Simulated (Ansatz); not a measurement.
Converging the plane-wave cutoff: AlInSb2 (Pmm2, 4 atoms in the cell)

```
CELL_PARAMETERS angstrom
      4.49265     0.00000     0.00000
      0.00000     4.49265     0.00000
      0.00000     0.00000     6.32977
ATOMIC_POSITIONS crystal
  Al 0.00000 0.00000 0.00790
  In 0.50000 0.50000 0.50000
  Sb 0.00000 0.50000 0.23337
  Sb 0.50000 0.00000 0.76663
```

Method: LDA (PW92), default PAW files made with PBE (plane waves; Ansatz, a first-principles code).

Base settings: basis.ecutwfc = 420 eV; kpoints.mp_grid.grid = 5 5 3; hamiltonian.xc = lda; hamiltonian.pseudopotentials = {kind: paw} (the program's default PAW files); scf.occupations.method = fermi_dirac; scf.occupations.width = 0.01 eV.

The second cell is the first with its lattice scaled by 0.98.

The mesh stays at the base's, so the ladder's end is converged at best in this setting alone.

The first pressure column holds Ansatz's estimate of the finite-basis (Pulay) stress, which hides part of the cutoff error; the other is without it.

Only quantities that move along the ladder and can be compared are tabulated.

The count of work is k-points × plane waves × bands × iterations; it is no time. 

The starting cell comes from a database of computed structures (which also holds hypothetical and non-ambient phases and stackings), without a prior relaxation at this level. Its lattice was rescaled by up to half a per cent. One atom was moved a little off its site on purpose.

Steps (basis.ecutwfc): 145 eV; 170 eV; 190 eV; 210 eV; 230 eV; 250 eV; 295 eV; 335 eV; 380 eV; 420 eV; 460 eV; 505 eV; 565 eV; 630 eV; 735 eV; 840 eV; 1010 eV.

Task: What is the coarsest basis.ecutwfc that holds the pressure without the Pulay estimate within 1 GPa of the last step, with all finer ones?

Result: 335 eV, at 0.19 of the last step's count of work; the step before is off by 4.6 GPa.

Task: What is the coarsest basis.ecutwfc that holds the energy of the compressed cell less the first within 0.2 meV/atom of the last step, with all finer ones?

Result: 380 eV, at 0.23 of the last step's count of work; the step before is off by 0.35 meV/atom.

Task: What is the coarsest basis.ecutwfc that holds the pressure within 0.2 GPa of the last step, with all finer ones?

Result: 335 eV, at 0.19 of the last step's count of work; the step before is off by 0.26 GPa.

```csv
basis.ecutwfc,free energy less the last step's (meV/atom),energy of the compressed cell less the first (meV/atom),pressure (GPa),pressure without the Pulay estimate (GPa),largest difference of a force vector from the last step's (eV/Å),count of work / last
145 eV,63792.61,-178.17,-10.87,-1152.21,0.152,0.071
170 eV,24493.17,-152.68,2.45,-558.06,0.197,0.080
190 eV,10713.92,61.04,1.37,-282.35,0.340,0.089
210 eV,4631.10,76.52,-2.98,-139.10,0.585,0.097
230 eV,1995.99,20.38,-1.79,-67.96,0.038,0.11
250 eV,837.71,-0.92,-1.32,-32.76,0.086,0.12
295 eV,94.48,0.87,-1.40,-6.29,0.012,0.16
335 eV,11.04,-2.12,-1.63,-2.26,0.005,0.19
380 eV,2.40,-2.32,-1.65,-1.70,0.001,0.23
420 eV,1.33,-2.41,-1.66,-1.69,0.000,0.26
460 eV,0.71,-2.44,-1.66,-1.67,0.000,0.31
505 eV,0.48,-2.46,-1.66,-1.66,0.000,0.35
565 eV,0.35,-2.46,-1.66,-1.67,0.000,0.42
630 eV,0.15,-2.47,-1.66,-1.67,0.000,0.42
735 eV,0.05,-2.47,-1.66,-1.66,0.000,0.62
840 eV,0.02,-2.47,-1.66,-1.66,0.000,0.75
1010 eV,0.00,-2.47,-1.66,-1.66,0.000,1.0
```

The energy difference between the two cells stays within 1 meV/atom of the last step's from 335 eV on, the total only from 460 eV on: much of the error is common to both cells and cancels.

At the lowest cutoff the pressure without the Pulay estimate lies 1150 GPa under the last step's, the usual sign of Pulay stress in an incomplete plane-wave basis.

Keys are those of Ansatz 0.2.
